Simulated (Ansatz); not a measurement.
rock-salt CaO: the defect Ca vacancy + 1 H

All values below come from PBE, PAW (plane waves to 420 eV; Ansatz, a quantum-chemistry and plane-wave program). Cell: 64 sites, 2×2×2; final energies on a 2×2×2 shifted mesh. Sites at the start: the Ca site; 1 H on the vacancy's neighbours. Energies of charged states are corrected for periodic images (point charge plus alignment at distant sites). Dielectric constants: PBE linear response of the host. Host gap at this level: 3.66 eV. These values are not converged in cell size to better than tenths of an eV. The semilocal functional narrows the gap, so deep levels can fall outside it. Spin–orbit coupling is left out. Each state is the lowest found from its start.

Formation energies E_f are given with the Fermi level at the valence-band maximum. Chemical conditions: O-rich (Δμ(Ca) = -5.89 eV, Δμ(H) = -1.25 eV, bounded by H2O molecule; only phases computed here count, gases as isolated molecules at 0 K). Reference phases: Ca: fcc Ca, H: H2 molecule in a box.

```tsv
charge	moment (μB)	point group	largest move off a lattice site (Å)	image correction with alignment (eV)	E_f, O-rich (eV)
+1†	not spin-polarised	–	0.21	-0.24	–
0†	1.0	–	0.21	0.00	1.15
−1	not spin-polarised	C4v	0.21	0.38	1.27
```

† Not settled in this cell, so no level is given: charge +1: a level filled in part, carriers not clearly localised, level within 0.1 eV of a band edge or past it; charge 0: a level filled in part, carriers not clearly localised.

Point groups are those of the whole cell at tolerances of 0.03 and 0.1 Å ("near" where only the looser one holds); none is given for unsettled states.

Flagged in the runs: a strain field that reaches the edge of the cell.
